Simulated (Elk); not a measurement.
## Input and output of a self-consistent single point for Bi2Pd (I4/mmm, 3 atoms in the cell) (Elk)

Level of theory: PBEsol, all-electron FP-LAPW, Elk's shipped species files, LAPW+lo basis in Elk.

Input:

```
tasks
  0

xctype
  22

rgkmax
  8.0

gmaxvr
  14.0

nxoapwlo
  1

rmtscf
  0.98

stype
  3

swidth
  0.00367493

avec
   -3.1999488359    3.1999488359   12.5165442947
    3.1999488359   -3.1999488359   12.5165442947
    3.1999488359    3.1999488359  -12.5165442947

sppath
  'species/'

atoms
  2   : nspecies
  'Bi.in'   : spfname
  2   : natoms; atposl, bfcmt below
  0.6323200000  0.6323200000  0.0000000000    0.0 0.0 0.0
  0.3676800000  0.3676800000  0.0000000000    0.0 0.0 0.0
  'Pd.in'   : spfname
  1   : natoms; atposl, bfcmt below
  0.0000000000  0.0000000000  0.0000000000    0.0 0.0 0.0

ngridk
  9 9 9
```

Log, with long lists cut:

```
│ Elk code version 10.2.4 │

All units are atomic (Hartree, Bohr, etc.)

│ Ground-state run starting from atomic densities │

Lattice vectors :
  -3.199948836       3.199948836       12.51654429
   3.199948836      -3.199948836       12.51654429
   3.199948836       3.199948836      -12.51654429

Unit cell volume      :    512.6612603
Brillouin zone volume :   0.4838481716

Muffin-tin inner radius fraction :   0.1000000000E-01

Nuclei treated as point charges

Species :    1 (Bi)
 parameters loaded from : Bi.in
 name : bismuth
 nuclear charge    :   -83.00000000
 electronic charge :    83.00000000
 atomic mass :    380947.9282
 muffin-tin radius :    2.744000000
 number of radial points in muffin-tin :    697
 atomic positions (lattice), magnetic fields (Cartesian) :
   1 :  -0.36768000 -0.36768000  0.00000000    0.00000000  0.00000000  0.00000000
   2 :   0.36768000  0.36768000  0.00000000    0.00000000  0.00000000  0.00000000

Species :    2 (Pd)
 parameters loaded from : Pd.in
 name : palladium
 nuclear charge    :   -46.00000000
 electronic charge :    46.00000000
 atomic mass :    193991.7925
 muffin-tin radius :    2.548000000
 number of radial points in muffin-tin :    497
 atomic positions (lattice), magnetic fields (Cartesian) :
   1 :   0.00000000  0.00000000  0.00000000    0.00000000  0.00000000  0.00000000

Total number of atoms per unit cell :    3

Spin treatment :
 spin-unpolarised

Number of Bravais lattice symmetries :   16
Number of crystal symmetries         :   16
Crystal has inversion symmetry
Real symmetric eigensolver will be used

k-point grid :      9     9     9
k-point offset :    0.000000000       0.000000000       0.000000000
k-point set is reduced with full crystal symmetry group
Total number of k-points :       75

Muffin-tin radius times maximum |G+k| :    8.000000000
 using average radius
Maximum |G+k| for APW functions       :    2.986560478
Maximum (1/2)|G+k|²                   :    4.459771744
Maximum |G| for potential and density :    14.00000000
 potential will be trimmed for |G| > 2 gkmax
Constant for pseudocharge density :   10
Radial integration step length :    4

G-vector grid sizes :     60    60    60
Number of G-vectors :    23707

Maximum angular momentum used for
 APW functions                      :    8
 outer part of muffin-tin           :    6
 inner part of muffin-tin           :    1

Total nuclear charge    :   -212.0000000
Total core charge       :    164.0000000
Total valence charge    :    48.00000000
Total excess charge     :    0.000000000
Total electronic charge :    212.0000000

Effective Wigner radius, rₛ :   0.8326618687

Number of empty states         :   12
Total number of valence states :   36
Total number of core states    :  164

Total number of local-orbitals :   48

Exchange-correlation functional :     22     0     0
 PBEsol, Phys. Rev. Lett. 100, 136406 (2008)
 gradient requirement :    1
 generalised gradient approximation (GGA)

Smearing type :    3
 Fermi-Dirac
Smearing width :   0.3674930000E-02
Effective electronic temperature (K) :    1160.451112

Mixing type :    3
 Broyden mixing, J. Phys. A: Math. Gen. 17, L317 (1984)

Kohn-Sham potential initialised from atomic data

│ Self-consistent loop started │
│ Loop number : 1 │
 total energy                :     -48194.9191043
│ Loop number : 2 │
 total energy                :     -48196.4528918
RMS change in Kohn-Sham potential (target) :   0.3582160057     (  0.1000000000E-05)
Absolute change in total energy (target)   :    1.533787492     (  0.1000000000E-03)
│ Loop number : 3 │
 total energy                :     -48198.7667918
RMS change in Kohn-Sham potential (target) :   0.3057049013     (  0.1000000000E-05)
Absolute change in total energy (target)   :    2.697346921     (  0.1000000000E-03)
│ Loop number : 4 │
 total energy                :     -48200.5301108
RMS change in Kohn-Sham potential (target) :   0.2220382186     (  0.1000000000E-05)
Absolute change in total energy (target)   :    2.437655679     (  0.1000000000E-03)
│ Loop number : 5 │
 total energy                :     -48198.8737626
RMS change in Kohn-Sham potential (target) :   0.1536017207     (  0.1000000000E-05)
Absolute change in total energy (target)   :    1.046934310     (  0.1000000000E-03)
│ Loop number : 6 │
 total energy                :     -48197.1718723
RMS change in Kohn-Sham potential (target) :   0.4835673334E-01 (  0.1000000000E-05)
Absolute change in total energy (target)   :    1.963623810     (  0.1000000000E-03)
│ Loop number : 7 │
 total energy                :     -48196.4150997
RMS change in Kohn-Sham potential (target) :   0.6245656473E-02 (  0.1000000000E-05)
Absolute change in total energy (target)   :    1.247678553     (  0.1000000000E-03)
│ Loop number : 8 │
 total energy                :     -48196.4913450
RMS change in Kohn-Sham potential (target) :   0.3350699224E-03 (  0.1000000000E-05)
Absolute change in total energy (target)   :   0.2356744067     (  0.1000000000E-03)
│ Loop number : 9 │
 total energy                :     -48196.4941427
RMS change in Kohn-Sham potential (target) :   0.1916804030E-03 (  0.1000000000E-05)
Absolute change in total energy (target)   :   0.5612087027E-01 (  0.1000000000E-03)
│ Loop number : 10 │
 total energy                :     -48196.5049961
RMS change in Kohn-Sham potential (target) :   0.1415049742E-03 (  0.1000000000E-05)
Absolute change in total energy (target)   :   0.3176779996E-02 (  0.1000000000E-03)
│ Loop number : 11 │
 total energy                :     -48196.5000075
RMS change in Kohn-Sham potential (target) :   0.2286133843E-03 (  0.1000000000E-05)
Absolute change in total energy (target)   :   0.5782809290E-02 (  0.1000000000E-03)
│ Loop number : 12 │
 total energy                :     -48196.5005945
RMS change in Kohn-Sham potential (target) :   0.2018297432E-03 (  0.1000000000E-05)
Absolute change in total energy (target)   :   0.8587463672E-03 (  0.1000000000E-03)
│ Loop number : 13 │
 total energy                :     -48196.5068848
RMS change in Kohn-Sham potential (target) :   0.6395565389E-04 (  0.1000000000E-05)
Absolute change in total energy (target)   :   0.6075662313E-02 (  0.1000000000E-03)
│ Loop number : 14 │
 total energy                :     -48196.5101890
RMS change in Kohn-Sham potential (target) :   0.8363496532E-05 (  0.1000000000E-05)
Absolute change in total energy (target)   :   0.4823109317E-02 (  0.1000000000E-03)
│ Loop number : 15 │
 total energy                :     -48196.5107740
RMS change in Kohn-Sham potential (target) :   0.1434367478E-05 (  0.1000000000E-05)
Absolute change in total energy (target)   :   0.1790794180E-02 (  0.1000000000E-03)
│ Loop number : 16 │
 total energy                :     -48196.5108268
RMS change in Kohn-Sham potential (target) :   0.9236308936E-06 (  0.1000000000E-05)
Absolute change in total energy (target)   :   0.5004458726E-03 (  0.1000000000E-03)
│ Loop number : 17 │
 total energy                :     -48196.5107841
RMS change in Kohn-Sham potential (target) :   0.4787047400E-06 (  0.1000000000E-05)
Absolute change in total energy (target)   :   0.8245368372E-04 (  0.1000000000E-03)
Convergence targets achieved

│ Loop number : 18 │

Energies :
 Fermi                       :     0.289161990048
 sum of eigenvalues          :     -29750.8926851
 electron kinetic            :      55739.4938603
 core electron kinetic       :      55271.4851862
 Coulomb                     :     -103008.152777
 Coulomb potential           :     -84268.7190006
 nuclear-nuclear             :     -3230.62576779
 electron-nuclear            :     -115286.335018
 Hartree                     :      15508.8080087
 Madelung                    :     -60873.7932767
 xc potential                :     -1221.66754481
 exchange                    :     -913.683107322
 correlation                 :     -14.1671387482
 electron entropic           :    -0.163979887283E-02
 total energy                :     -48196.5108027

Density of states at Fermi energy :    37.80476777
 (states/Hartree/unit cell)

Estimated indirect band gap :   0.8566300856E-03
 from k-point     62 to k-point     53
Estimated direct band gap   :   0.7811924652E-02
 at k-point     22

Charges :
 core                        :    164.0000000
 valence                     :    48.00000000
 interstitial                :    4.943834640
 muffin-tins (core leakage)
  species :    1 (Bi)
   atom    1                 :    81.04717891     (  0.8958141092E-03)
   atom    2                 :    81.04717891     (  0.8958141092E-03)
  species :    2 (Pd)
   atom    1                 :    44.96180755     (  0.6261281271E-08)
 total in muffin-tins        :    207.0561654
 total calculated charge     :    212.0052013
 total charge                :    212.0000000
 error                       :   0.5201330725E-02

│ Self-consistent loop stopped │
```

The run converged in 18 iterations. The count includes the last loop, which Elk runs after its targets are met.

The starting cell comes from a database of computed structures (which also holds hypothetical and non-ambient phases and stackings), without a prior relaxation at this level. Spin-orbit coupling is off. Spin polarisation is off. Values depend on the basis (sphere radii, cutoffs, local orbitals), which need not be converged. The log's line on a gap gives a spacing of levels on this mesh, which the program prints for metals too.
